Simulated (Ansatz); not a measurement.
Where the default PAW files enter, the runs use the earlier of Ansatz's two default sets.

Data:

```
HfO2
1.0
    3.55827     0.00000     0.00000
    0.00000     3.55827     0.00000
    1.77914    -1.77914     2.51608
Hf O
1 2
Direct
  0.00000   0.00000   0.00000
  0.25000   0.25000   0.50000
  0.75000   0.75000   0.50000
```

Space group of this cell: Fm-3m, fluorite. The cell is taken as given; by r2SCAN its mean pressure is 4.5 GPa.

The current runs along the normal of the first two printed vectors, the (001) plane. All runs by Ansatz (an electronic-structure program), plane waves and PAW, without spin-orbit coupling; the base is r2SCAN.

```
run                                                      mean pressure (GPa)  gap (eV)  mid-gap κ (1/Å)
-------------------------------------------------------  -------------------  --------  ---------------
base                                                                     4.5      4.34            0.298
all lengths scaled by 0.98                                              24.3      4.50            0.299
all lengths scaled by 1.02                                             -10.8      4.18            0.296
lda in place of r2scan                                                  -4.9      3.62            0.267
lengths across the current scaled by 0.98, ions clamped                 17.2       ___              ___
lengths across the current scaled by 1.02, ions clamped                 -6.1       ___            0.299
lengths along the current scaled by 0.97, ions clamped                  13.9      4.11            0.302
lengths along the current scaled by 1.03, ions clamped                  -3.6      4.07            0.289
pbesol in place of r2scan                                                2.0       ___              ___
```

Question: Complete the blanks.

Answer: 
- lengths across the current scaled by 0.98, ions clamped, gap (eV): 4.33
- lengths across the current scaled by 0.98, ions clamped, mid-gap κ (1/Å): 0.294
- lengths across the current scaled by 1.02, ions clamped, gap (eV): 4.08
- pbesol in place of r2scan, gap (eV): 3.70
- pbesol in place of r2scan, mid-gap κ (1/Å): 0.270
